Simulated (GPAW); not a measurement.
Input and output of a self-consistent single point for InSe (P6_3/mmc, 8 atoms in the cell) (GPAW).

Computed with PBE, GPAW PAW datasets PBE (gpaw-data 1.0.1) (plane waves; GPAW).

The change in words: lattice scaled by 0.98. Reference geometry:
```
InSe
1.0
    4.10236     0.00000     0.00000
   -2.05118     3.55274     0.00000
    0.00000     0.00000    17.68987
In Se
4 4
Cartesian
  0.00000   2.36850   5.84296
  2.05118   1.18425  11.84690
  2.05118   1.18425  14.68790
  0.00000   2.36850   3.00197
  0.00000   2.36850  10.56651
  2.05118   1.18425   7.12336
  2.05118   1.18425   1.72158
  0.00000   2.36850  15.96829
```

Reference input (self-consistent single point, DFT PBE, plane waves, GPAW PAW datasets PBE (gpaw-data 1.0.1)): mode = pw; ecut = 600 eV; xc = PBE; kpts = 5 5 1; mesh shift (steps) = 0 0 0; occupations.name = fermi-dirac; occupations.width = 0.01 eV; nbands = -6; convergence.density = 1e-05 e/electron; convergence.bands = -4; symmetry.symmorphic = false; symmetry.tolerance = 0.0005. This run's input differs from it in these lines:

```diff
@@ -5,5 +5,5 @@
 atoms = Atoms(['In', 'In', 'In', 'In', 'Se', 'Se', 'Se', 'Se'],
-              cell=[[4.102356, 0.000000, 0.000000],
-                    [-2.051178, 3.552745, 0.000000],
-                    [0.000000, 0.000000, 17.689867]],
+              cell=[[4.020309, 0.000000, 0.000000],
+                    [-2.010154, 3.481690, 0.000000],
+                    [0.000000, 0.000000, 17.336070]],
               scaled_positions=[[0.333333, 0.666667, 0.330300],
```

Output (repeated stretches shortened):

```
     iter     time        total  log10-change:
                         energy   eigst   dens
iter:   1 --:--:--   -29.891569   -0.04
iter:   2 --:--:--   -29.728035   -1.26  -1.22
iter:   3 --:--:--   -29.294373   -1.60  -1.25
iter:   4 --:--:--   -29.286218   -2.24  -1.48
iter:   5 --:--:--   -29.278462c  -1.47  -1.62
iter:   6 --:--:--   -29.223339   -2.98  -1.94
iter:   7 --:--:--   -29.205973   -2.71  -2.24
iter:   8 --:--:--   -29.207829c  -3.53  -2.71
iter:   9 --:--:--   -29.205708c  -3.24  -2.71
iter:  10 --:--:--   -29.204499c  -4.30  -2.82
iter:  11 --:--:--   -29.204528c  -5.39  -3.43
   [... lines left out ...]
iter:  21 --:--:--   -29.204505c  -6.27  -3.87
iter:  22 --:--:--   -29.204504c  -7.55c -3.92
iter:  23 --:--:--   -29.204503c  -6.49  -3.95
iter:  24 --:--:--   -29.204504c  -7.87c -4.07
iter:  25 --:--:--   -29.204506c  -7.61c -4.09
iter:  26 --:--:--   -29.204507c  -8.00c -4.17
iter:  27 --:--:--   -29.204506c  -7.43c -4.24
iter:  28 --:--:--   -29.204506c  -8.54c -4.51
iter:  29 --:--:--   -29.204506c  -7.68c -4.58
iter:  30 --:--:--   -29.204506c  -8.43c -4.79
iter:  31 --:--:--   -29.204506c  -8.97c -4.80
iter:  32 --:--:--   -29.204506c  -8.25c -4.82
iter:  33 --:--:--   -29.204506c  -8.71c -5.01c
Converged after 33 iterations.

Dipole moment: (-0.000000, 0.000000, -0.000000) |e|*Ang

Energy contributions relative to reference atoms: (reference = -904315.807163)

Kinetic:        +90.086361
Potential:      -84.613509
External:        +0.000000
XC:             -35.182291
Entropy (-ST):   -0.000000
Local:           +0.504933
SIC:             +0.000000
--------------------------
Free energy:    -29.204506
Extrapolated:   -29.204506

Showing only first 2 kpts
 Kpt  Band  Eigenvalues  Occupancy
  0    36      3.14872    2.00000
  0    37      4.22142    2.00000
  0    38      4.78789    0.00000
  0    39      5.80262    0.00000

  1    36      3.35929    2.00000
  1    37      3.92377    2.00000
  1    38      6.18606    0.00000
  1    39      6.46456    0.00000

Fermi level: 4.46349

Gap: 0.566 eV
Transition (v -> c):
   [... lines left out ...]
  2 In    0.00000   -0.00000   -0.19595
  3 In   -0.00000    0.00000    0.19595
  4 Se   -0.00000    0.00000   -0.28682
  5 Se    0.00000   -0.00000    0.28682
  6 Se    0.00000   -0.00000   -0.28682
  7 Se   -0.00000    0.00000    0.28682

Stress tensor:
    -0.014370     0.000000     0.000000
     0.000000    -0.014370     0.000000
     0.000000     0.000000    -0.012955
Stress (GPa, Voigt): [-2.3024 -2.3024 -2.0757  0.      0.      0.    ]
```

The run converged in 33 iterations. GPAW prints stress with tension positive. Against the reference run the free energy goes up by 9.2 meV/atom, the pressure goes from -0.57 to 2.23 GPa, the largest force goes from 0.155 to 0.287 eV/Å and the gap on the mesh goes from 0.417 to 0.566 eV.

The starting cell comes from a database of computed structures (which also holds hypothetical and non-ambient phases and stackings), without a prior relaxation at this level. Its lattice was rescaled by a random factor within 2.5 % of one. For this run, on top of that: lattice scaled by 0.98.

Cost on one core of a shared machine: roughly 3 min.
